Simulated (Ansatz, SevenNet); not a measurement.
For Sb2Se3 (model structure, started from the A-La2O3 type, P-3m1, No. 164, 5 atoms in the cell), the machine-learned potential SevenNet-l3i5 (trained on PBE and PBE+U data) gives:

```
Item                              Result
------------------------------  --------
equilibrium lattice constant a   4.086 Å
c axis length                   10.509 Å
```

Task: What does r²SCAN (Ansatz, a program for electronic structure, PAW) give for the same quantities?

Result: 
- lattice constant a: 4.044 Å (falls by 1.0 %)
- lattice parameter c: 10.128 Å (decreases by 3.6 %)

Changes are worked out from the printed values.

Unless a cell is named, each level is at its own relaxed cell (SevenNet-l3i5 30.39, r²SCAN 28.68 Å³/atom).

Ansatz's density-functional and Hartree–Fock values are scalar-relativistic unless marked +SOC, with PAW data made under PBE.

A model structure was made by putting elements into a prototype or built by hand; it is no filed structure, need not be a known phase, and can be a saddle point held by its symmetry.
